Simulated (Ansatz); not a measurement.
Base system: HfO2 (space group P4_2/nmc, No. 137; a = 3.605 Å, c = 5.265 Å).

(Cell as relaxed with PBE.)

Levels (all Ansatz, a quantum-chemistry and plane-wave program, PAW, earlier PAW set): PBE (420 eV, spin-orbit coupling left out); PBEsol (420 eV, no SOC).

Each level relaxes its own structure.

```json
[
 {"base": "volume per atom", "PBE": "11.40 Å³", "PBEsol": "10.96 Å³"},
 {"base": "lattice parameter a", "PBE": "3.605 Å", "PBEsol": "3.568 Å"},
 {"base": "band gap", "PBE": "4.67 eV", "PBEsol": "4.57 eV"}
]
```

It is then changed as follows: an isotropic linear strain of +2.40 %; the atoms relax in the strained cell.

| quantity | PBE | PBEsol |
|---|---|---|
| pressure (mean of the normal stresses, compression positive) | -110.4 kbar | ___ |
| smallest direct gap | 4.64 eV | ___ |
| shift of the gap caused by the change | -0.19 eV | ___ |

Task: Given the PBE results, estimate those of PBEsol.

Result: 
- pressure (mean of the normal stresses, compression positive), PBEsol: -124.2 kbar
- smallest direct gap, PBEsol: 4.55 eV
- shift of the gap caused by the change, PBEsol: -0.14 eV

PBE's pressure lies 13.87 kbar above PBEsol's; PBE's smallest direct gap lies 0.084 eV above PBEsol's; PBE's shift of the gap caused by the change lies 0.056 eV below PBEsol's. Neither level is exact; PBEsol is the comparison here, not a measurement.

With Hf present, leaving out spin-orbit coupling can change the band edges. Whether these cells are dynamically stable was not tested. This is not the structure that HfO2 has at room temperature and ambient pressure.
